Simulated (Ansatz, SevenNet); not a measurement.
How well does each level of theory give the lattice parameter c of rutile IrO2?

Reference value: 3.159 Å (measured, room temperature, not corrected to a static lattice; as tabulated in Hiroi (2015), arXiv:1503.02262).

```tsv
level (code)	value (Å)	difference (%)
SevenNet-0	3.185	+0.82
LDA (Ansatz)	3.136	-0.73
PBE (Ansatz)	3.180	+0.66
PBEsol (Ansatz)	3.154	-0.16
RPBE (Ansatz)	3.192	+1.04
PBE-D3(BJ) (Ansatz)	3.172	+0.41
PBEsol-D3(BJ) (Ansatz)	3.147	-0.38
rVV10 (Ansatz)	3.215	+1.77
PBE0 (Ansatz)	3.138	-0.66
```

The reference is not for a static lattice or low temperature, so close values are not ranked against it. Off by more than 1.75 %, or 2.45 % on the side where a correction would as a rule narrow the miss (bounds picked here): rVV10 (+1.77 %).

The measured value isn't corrected to a static lattice, so vibrations enter the comparison. The crystal itself was run without spin with LDA, PBE, PBEsol, RPBE, PBE-D3(BJ), PBEsol-D3(BJ), rVV10, PBE0; a magnetic state was not tried in these runs. Density-functional levels without +SOC have no spin–orbit coupling. PBE0: the run has no spin polarisation, so it can have missed a magnetic state. Cutoffs and k meshes differ between the levels. Ansatz's density-functional and Hartree–Fock values are scalar-relativistic unless marked +SOC, with PAW data made under PBE.

Machine-learned potentials (SevenNet-0) are trained on DFT data: a solid inside that data is no test of them.

Differences are worked out from the printed values.

Ansatz is an electronic-structure program.
